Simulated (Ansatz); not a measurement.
**A computed series for PbO2: response to strain**

The parent structure is PbO$_{2}$ (space group Pnma, No. 62; a = 8.126 Å, b = 3.504 Å, c = 5.641 Å; a cell from a computed database, its experimental status unchecked). Axes: x, y, z lie along a, b, c of the conventional cell.

Strains are applied to the cell and any free atomic positions relax; under biaxial strain the out-of-plane vector relaxes too.

Level of theory: plane-wave PAW DFT at the PBEsol level (Ansatz, a first-principles code, 420 eV), spin-orbit coupling left out.

Notes on the quantities. pressure: mean of the normal stresses, compression positive; energy relative to the base: free energy F.

| case | pressure | largest internal atomic displacement | energy relative to the base | shortest interatomic distance |
|---|---|---|---|---|
| base | 0.0 GPa | – | 0 meV/atom | 2.206 Å |
| biaxial strain +2.88 %, plane normal [001], relaxed out of plane | -3.6 GPa | – | – | 2.205 Å |
| isotropic strain +0.37 % | -1.1 GPa | 0.020 Å | +0.5 meV/atom | 2.211 Å |
| isotropic strain +2.94 % | (withheld) | (withheld) | +29 meV/atom | 2.218 Å |
| uniaxial strain ε_xx = +2.60 % | -2.2 GPa | 0.046 Å | +3.3 meV/atom | 2.208 Å |

Task: Complete the table.

Result: 
- isotropic strain +2.94 %, pressure: -6.8 GPa
- isotropic strain +2.94 %, largest internal atomic displacement: 0.175 Å

Stability against distortions was not tested. The final runs are not spin-polarised.
